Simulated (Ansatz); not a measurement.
The reference is BN in the h-BN type structure (space group P6_3/mmc, No. 194; a = 2.500 Å, c = 6.525 Å; layered, stacked along the Cartesian z axis). Axes: x lies along a and z along c of the hexagonal cell.

All numbers come from r2SCAN+rVV10 in Ansatz (plane waves to 500 eV, PAW, spin-orbit coupling left out), earlier PAW set.

Perturbation: uniaxial strain ε_xx = +2.85 %, all other strain components held at zero, atoms relaxed at fixed cell.

Predict the stress tensor and what it implies for the stiffness.

Stress of the strained cell less that of the base (GPa, compression positive):
```
 -24.49    0.00    0.00
   0.00   -5.23    0.00
   0.00    0.00   -0.04
```

Then −Δσ_ii/ε with ε = 0.0285 gives secant stiffness values (nonlinear terms included at this strain): C11 ≈ 859 GPa and C12 ≈ 184 GPa.

As a check, the harmonic strain energy −½ V₀ Δσ:ε is 19 meV/atom; the computed energy rise is 20 meV/atom.

Stability against distortions was not tested.

Ansatz is a first-principles code.
